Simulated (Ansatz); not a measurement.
Phonon-limited electron mobility of Si (Fd-3m) in cm²/(V·s), Ansatz (an electronic-structure program) with LDA, finite-displacement electron-phonon coupling, linearised Boltzmann equation. Condition of this run: hydrostatic pressure -5 GPa (the target of the relaxation). Geometry: relaxed with this functional, without spin-orbit coupling.

```csv
Condition,μ
150 K,6500
200 K,3400
250 K,2010
300 K,[?]
350 K,922
400 K,679
500 K,410
600 K,[?]
```

Task: Some entries are withheld; supply them.

Result: 
- 300 K, μ: 1320
- 600 K, μ: 272

Task: What exponent p of μ ∝ T^−p fits 200 to 400 K (along x)?

Result: p ≈ 2.3; acoustic deformation-potential scattering alone gives 1.5.

Scattering by harmonic phonons alone: no impurities, screening or carrier-carrier scattering, bands fixed at 0 K. From a coarser fine mesh the values given move by up to 4 %. The mesh was bound by memory.
